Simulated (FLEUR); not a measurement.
Band structure of ZrHg3 (Pm-3m, 4 atoms in the cell).

```yaml
crystal:
  lattice:
    - [4.41774, 0.00000, 0.00000]
    - [0.00000, 4.41774, 0.00000]
    - [0.00000, 0.00000, 4.41774]
  atoms:
    - { symbol: Zr, position: [0.00000, 0.00000, 0.00000] }
    - { symbol: Hg, position: [0.50000, 0.50000, 0.00000] }
    - { symbol: Hg, position: [0.00000, 0.50000, 0.50000] }
    - { symbol: Hg, position: [0.50000, 0.00000, 0.50000] }
```

Method: LDA (Perdew-Zunger), all-electron FLAPW (FLEUR), scalar-relativistic valence run with FLEUR.

Settings: Kmax = 3.8 1/bohr; GmaxXC = 15.2 1/bohr; xcFunctional = pz; jspins = 1; l_soc = F; mode = hist; fermiSmearingEnergy = 0.00367493 Htr; mesh (inpgen div1-3) = 8 8 8; inpgen gamma flag = true; Gmax = 15.2 1/bohr; numbands = 0; maxIterBroyd = 25; imix = Anderson; alpha = 0.05.

The starting cell comes from a database of computed structures (which also holds hypothetical and non-ambient phases and stackings), without a prior relaxation at this level. Spin-orbit coupling is off. Values depend on the basis (sphere radii, cutoffs, local orbitals), which need not be converged.

Levels in eV from the Fermi level, bands 30 to 37:
```
point     30     31     32     33     34     35    36    37
-----  -----  -----  -----  -----  -----  -----  ----  ----
Γ      -1.00  -1.00   0.11   0.11   0.11   2.06  2.06  2.06
X      -5.74  -0.48  -0.48  -0.15   0.39   1.37  1.93  4.22
M      -3.62  -3.62  -2.85   0.17   0.17   1.59  2.37  2.77
R      -2.75  -2.75  -2.04  -1.16  -1.16  -1.16  2.13  2.13
```
